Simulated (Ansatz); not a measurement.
The parent structure is MnO in the rock salt structure (space group Fm-3m, No. 225; a = 4.4503 Å; ferromagnetic).

Method: Ansatz (an electronic-structure program), r2SCAN, PAW, cutoff 500 eV, spin-orbit coupling left out.

Base values:

The pressure is 0.0 GPa and the largest site moment is 4.27 μB.

Modification: an isotropic linear strain of −1.77 %; the atoms relax in the strained cell.

Task: Predict the new pressure and largest site moment.

Result: The pressure goes from zero to 9.4 GPa; the largest site moment shrinks by 0.06 μB (4.27 μB → 4.21 μB).

The mesh was chosen for an insulator and is coarse for the gapless case. Stability against distortions was not tested. No Hubbard U is applied and the magnetic state is the run's own (MnO ferromagnetic); other magnetic orders, which need larger cells, were not tried and can change the gap. In its common phase, real MnO is an antiferromagnetic insulator at low temperature.
